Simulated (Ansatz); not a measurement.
**Short convergence ladders for Ni3Sn4 (Cm, 7 atoms in the cell)**

```yaml
crystal:
  lattice:
    - [6.13560, -2.03742, 0.00000]
    - [6.13560, 2.03742, 0.00000]
    - [-1.35422, 0.00000, 5.04326]
  atoms:
    - { symbol: Ni, position: [0.00109, 0.00109, 0.00991] }
    - { symbol: Ni, position: [0.78416, 0.78416, 0.66356] }
    - { symbol: Ni, position: [0.21584, 0.21584, 0.33644] }
    - { symbol: Sn, position: [0.57265, 0.57265, 0.31357] }
    - { symbol: Sn, position: [0.42735, 0.42735, 0.68643] }
    - { symbol: Sn, position: [0.82788, 0.82788, 0.18744] }
    - { symbol: Sn, position: [0.17212, 0.17212, 0.81256] }
```

Base method: PBEsol, default PAW files made with PBE (plane waves; Ansatz, a quantum-chemistry and plane-wave program).

Base settings: basis.ecutwfc = 420 eV; kpoints.mp_grid.grid = 5 5 3; hamiltonian.xc = pbesol; hamiltonian.pseudopotentials = {kind: paw} (the program's default PAW files); scf.occupations.method = gaussian; scf.occupations.width = 0.1 eV.

The count of work is k-points × plane waves × bands × iterations; it is no time. Core times come from one kind of shared machine, to one figure; runs under 30 s give none.

**The k-point mesh**

Only quantities that move along the ladder and can be compared are tabulated.

| kpoints.mp_grid.grid | free energy less the last step's (meV/atom) | pressure (GPa) | largest difference of a force vector from the last step's (eV/Å) | count of work / last |
|---|---|---|---|---|
| 2 2 1 | 216.81 | -2.44 | 0.330 | 0.023 |
| 2 2 2 | 16.55 | -3.16 | 0.375 | 0.042 |
| 3 3 2 | -15.28 | -3.73 | 0.204 | 0.050 |
| 4 4 3 | 0.95 | -3.36 | 0.055 | 0.11 |
| 5 5 3 | 2.17 | -3.29 | 0.041 | 0.15 |
| 6 6 4 | 6.71 | -3.11 | 0.057 | 0.29 |
| 9 9 7 | 0.00 | -3.24 | 0.000 | 1.0 |

Coarsest kpoints.mp_grid.grid that holds the pressure within 0.2 GPa: not settled: the last two steps still differ by 0.13 GPa, over half the tolerance, so the ladder does not show it.

Coarsest kpoints.mp_grid.grid that holds the free energy within 5 meV/atom: not settled: the last two steps still differ by 6.7 meV/atom, over half the tolerance, so the ladder does not show it.

Coarsest kpoints.mp_grid.grid that holds the forces within 0.02 eV/Å: not settled: the last two steps still differ by 0.057 eV/Å, over half the tolerance, so the ladder does not show it.

**The k-point mesh at a smearing width of 0.02 eV**

In this ladder: scf.occupations.width = 0.02 eV.

Only quantities that move along the ladder and can be compared are tabulated.

```csv
kpoints.mp_grid.grid,free energy less the last step's (meV/atom),pressure (GPa),largest difference of a force vector from the last step's (eV/Å),count of work / last,core time / last (rough)
3 3 3,8.79,-3.60,0.153,0.017,–
4 4 3,1.47,-3.31,0.064,0.026,–
5 5 4,8.45,-3.05,0.061,0.057,–
8 8 6,-1.02,-3.25,0.017,0.20,0.2
11 11 9,0.46,-3.24,0.014,0.52,0.5
14 14 11,0.00,-3.25,0.000,1.0,1
```

Coarsest kpoints.mp_grid.grid that holds the forces within 0.02 eV/Å: not settled: the last two steps still differ by 0.014 eV/Å, over half the tolerance, so the ladder does not show it.

Coarsest kpoints.mp_grid.grid that holds the pressure within 0.05 GPa of the last step, with all finer ones: 8 8 6, at 0.20 of the last step's count of work and about 0.2 of the last step's time; the step before is off by 0.20 GPa.

Coarsest kpoints.mp_grid.grid that holds the free energy within 5 meV/atom of the last step, with all finer ones: 8 8 6, at 0.20 of the last step's count of work and about 0.2 of the last step's time; the step before is off by 8.5 meV/atom.

**The k-point mesh at a smearing width of 0.3 eV**

In this ladder: scf.occupations.width = 0.3 eV.

Only quantities that move along the ladder and can be compared are tabulated.

| kpoints.mp_grid.grid | free energy less the last step's (meV/atom) | pressure (GPa) | largest difference of a force vector from the last step's (eV/Å) | count of work / last | core time / last (rough) |
|---|---|---|---|---|---|
| 3 3 3 | 3.89 | -3.28 | 0.103 | 0.017 | – |
| 5 5 4 | 5.42 | -2.96 | 0.064 | 0.057 | – |
| 8 8 6 | -0.51 | -3.13 | 0.011 | 0.20 | 0.2 |
| 11 11 9 | -0.04 | -3.11 | 0.002 | 0.52 | 0.5 |
| 14 14 11 | 0.00 | -3.10 | 0.000 | 1.0 | 1 |

Coarsest kpoints.mp_grid.grid that holds the pressure within 0.05 GPa of the last step, with all finer ones: 8 8 6, at 0.20 of the last step's count of work and about 0.2 of the last step's time; the step before is off by 0.15 GPa.

Coarsest kpoints.mp_grid.grid that holds the free energy within 5 meV/atom of the last step, with all finer ones: 8 8 6, at 0.20 of the last step's count of work and about 0.2 of the last step's time; the step before is off by 5.4 meV/atom.

Coarsest kpoints.mp_grid.grid that holds the forces within 0.005 eV/Å of the last step, with all finer ones: 11 11 9; the step before is off by 0.011 eV/Å.

On the base run: the starting cell comes from a database of computed structures (which also holds hypothetical and non-ambient phases and stackings), without a prior relaxation at this level. Its lattice was rescaled by up to half a per cent. One atom was moved a little off its site on purpose. Spin polarisation is off. In the base run, with a pressure of about -3 GPa the cell is away from its equilibrium volume at this level. Ansatz's pressure includes its estimate of the finite-basis (Pulay) stress. Without a gap this mesh is coarse (it stands for a supercell whose shortest vector is 16 Å).

Keys are those of Ansatz 0.2.
